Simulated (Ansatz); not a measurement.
Take In2O3 in the corundum structure (space group R-3c, No. 167) as the base.

```xyz
10
Lattice="2.7563 1.5913 4.8451 -2.7563 1.5913 4.8451 0.0000 -3.1827 4.8451" Properties=species:S:1:pos:R:3 pbc="T T T"
In     0.0000     0.0000     2.0718
In     0.0000     0.0000    12.4635
In     0.0000     0.0000     5.1959
In     0.0000     0.0000     9.3394
O      0.8155    -1.7702     8.4789
O     -0.8155     1.7702     6.0564
O      1.1253     1.5913     8.4789
O     -1.1253    -1.5913     6.0564
O     -1.9408     0.1788     8.4789
O      1.9408    -0.1788     6.0564
```

Calculations: plane-wave PAW DFT at the PBEsol level (Ansatz, an electronic-structure program, 420 eV), scalar-relativistic without spin-orbit coupling.

For the base:

```
Quantity           Result
---------------  --------
Volume per atom  12.75 Å³
```

The change: cell and atoms relaxed at a pressure of 3 GPa.

Q: What does the calculation give for the volume per atom after the change?

A: The volume per atom shrinks by 0.22 Å³, from 12.75 Å³ to 12.53 Å³.

Load acts through the strain it causes; cell and atoms are relaxed under it. Stability against distortions was not tested.
